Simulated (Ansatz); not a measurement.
Start from CdSe in the zinc blende structure (space group F-43m, No. 216).

```
CdSe
1.0
    0.00000     3.06666     3.06666
    3.06666     0.00000     3.06666
    3.06666     3.06666     0.00000
Se Cd
1 1
Direct
  0.75000   0.75000   0.75000
  0.00000   0.00000   0.00000
```

Level of theory: r2SCAN (Ansatz, a program for electronic structure; PAW; 500 eV plane waves; no spin-orbit coupling), earlier PAW set.

One change was made to it. Results:

| quantity | base | after |
|---|---|---|
| shortest interatomic distance | 2.656 Å | 2.558 Å |
| electron mass | 0.093 mₑ (at Γ) | 0.10 mₑ (at Γ) |
| hole mass (degenerate bands, along [100]) | 0.098, 0.70, 0.70 mₑ (at Γ) | 0.11, 0.60, 0.60 mₑ (at Γ) |
| density | 5.51 g/cm³ | 6.16 g/cm³ |
| band gap | 1.03 eV | 1.28 eV |

Which of these changes matches the shifts?
A. pressure 7.5 GPa
B. pressure 0.7 GPa
C. pressure 1.5 GPa

A, pressure 7.5 GPa. For comparison, the band gap in the other runs: pressure 1.5 GPa gives 1.09 eV; pressure 0.7 GPa gives 1.06 eV.

Load acts through the strain it causes; cell and atoms are relaxed under it. Effective masses come from finite differences of ±0.01 Å⁻¹. No phonon test of stability was made. Tetrahedral semiconductors of this kind turn to denser phases somewhere between about 1 and 50 GPa; those were not computed, so compressed cells here can lie past the real transition.
